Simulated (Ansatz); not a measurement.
Base system: Ca in the fcc (Cu type) structure (space group Fm-3m, No. 225; a = 5.568 Å).

Calculations: Kohn–Sham DFT with the r2SCAN functional, run in Ansatz (a first-principles code) with PAW and 500 eV plane waves, no spin-orbit coupling.

One change was made to it. Results:

```json
[
 {"quantity": "band gap", "base": "zero", "after": "zero"},
 {"quantity": "lattice parameter a", "base": "5.568 Å", "after": "4.110 Å"}
]
```

Question: Name the change that was made.
A. Ca → Ti
B. Ca → Sr
C. Ca → Be
D. Ca → Eu

Answer: A, Ca → Ti. For comparison, the lattice parameter a in the other runs: Ca → Eu gives 5.532 Å; Ca → Be gives 3.160 Å; Ca → Sr gives 6.102 Å.

Other magnetic orders, which the real material may have, were not ruled out. The state of the 4f shell was not checked for lower solutions. Stability against distortions was not tested. As relaxed here, Be is a hypothetical phase, not in the database extracts checked. For Eu in this form, whether it has been made was not checked. Spin-polarised in the final run: Eu; the other runs are not. This is not the structure that Ti has at room temperature and ambient pressure. This is not the structure that Eu has at room temperature and ambient pressure.
